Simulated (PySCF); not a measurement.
PySCF 2.14.0, PBE/def2-tzvp, df: phosphoric acid (O=P(O)(O)O), 8 atoms. The geometry is a generated start, not checked to be a minimum at this level.

```yaml
task: energy
method: pbe
basis: def2-tzvp
two_electron_scheme: density fitting
mol.max_memory: 3000 MB
mf.max_cycle: 100
mf.init_guess: minao (default)
mf.DIIS: CDIIS (default)
mf.diis_space: 8 (default)
mf.conv_tol: 1e-09 (default)
mf.grids.level: 3 (default)
basis_functions: 179
grid_points: 104936
```

```xyz
8

O      0.5183     0.0732     1.4383
P      0.0969    -0.0021    -0.0918
O      1.2087    -0.0267    -1.0450
O     -0.8648    -1.2640    -0.1368
O     -0.9031     1.2212    -0.2459
H      1.2900     0.6301     1.5251
H     -0.3357    -2.0483    -0.2697
H     -1.0103     1.4166    -1.1743
```

One run each on 2 threads, 1 BLAS thread. Values of level_shift (Hartree) tried: 0 (default), 0.1, 0.3, 1.

Q: How does the count of Fock builds change with level_shift (Hartree), and where is it least?

A: Fewest Fock builds, within one of each other: 0 (default) with 13, 0.1 with 13. The count rises to 27 at 1. All converge to one solution.

```csv
level_shift (Hartree),Fock builds,end
0 (default),13,same solution
0.1,13,same solution
0.3,15,same solution
1,27,same solution
```
